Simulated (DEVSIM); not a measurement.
Device: Pt/AlN/p-Si capacitor, at 250 K.

```tsv
layer (left to right)	material	thickness (nm)	Na (cm⁻³)
1	AlN	3.70	-
2	Si	8500	4.6e15
```

Metal gate on the left, work function 5.6 eV. Fixed charge at the semiconductor interface 0 cm⁻² (in units of +e); no interface traps.

The device is made up for the run: typed textbook-type constants, with dimensions and the other settings drawn at random. Values at 300 K; Nc and Nv go as T^1.5, mobilities as T to minus their exponent, the gap by Varshni's rule with the affinity fixed.

```csv
parameter,AlN,Si
gap (eV),6.1,1.124
affinity (eV),1.9,4.05
permittivity,8.5,11.7
Nc (cm⁻³),-,2.86e19
Nv (cm⁻³),-,3.1e19
Varshni α (eV/K),-,0.000473
Varshni β (K),-,636
```

DEVSIM, 1D Poisson equation in equilibrium, Boltzmann statistics, complete ionisation; no quantum confinement or tunnelling. Metal contacts follow the ideal Schottky-Mott rule: no Fermi-level pinning, no interface dipoles.

The AlN thickness was swept, all else fixed.

```
AlN thickness (μm)  capacitance of the dielectric stack (μF/cm²)
------------------  --------------------------------------------
0.0015                                                      5.02
0.002                                                       3.76
0.0026                                                      2.89
0.0031                                                      2.43
0.0037                                                      2.03
0.0044                                                      1.71
```

From the first row to the last the capacitance of the dielectric stack goes from 5.02 to 1.71.
